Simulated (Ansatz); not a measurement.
Consider MgS in the rock salt structure (space group Fm-3m, No. 225).

```xyz
2
Lattice="0.0000 2.6148 2.6148 2.6148 0.0000 2.6148 2.6148 2.6148 0.0000" Properties=species:S:1:pos:R:3 pbc="T T T"
Mg     0.0000     0.0000     0.0000
S      2.6148     2.6148     2.6148
```

Cartesian axes are those of the cell as printed.

Calculations: plane-wave PAW DFT at the PBE level (Ansatz, a first-principles code, 420 eV), no SOC.

One thing is altered: an isotropic linear strain of +3.00 %, atoms relaxed at fixed cell.

**Question.** Predict the stress tensor and what it implies for the stiffness.

**Answer.** Stress of the strained cell less that of the base (GPa, compression positive):
```
  -5.47    0.00    0.00
   0.00   -5.47    0.00
   0.00    0.00   -5.47
```

Then B = −ΔP/(ΔV/V₀) with ΔV/V₀ = 0.0927 gives secant stiffness values (nonlinear terms included at this strain): B ≈ 59 GPa.

As a check, the harmonic strain energy −½ V₀ Δσ:ε is 27 meV/atom; the computed energy rise is 30 meV/atom.

Stability against distortions was not tested.
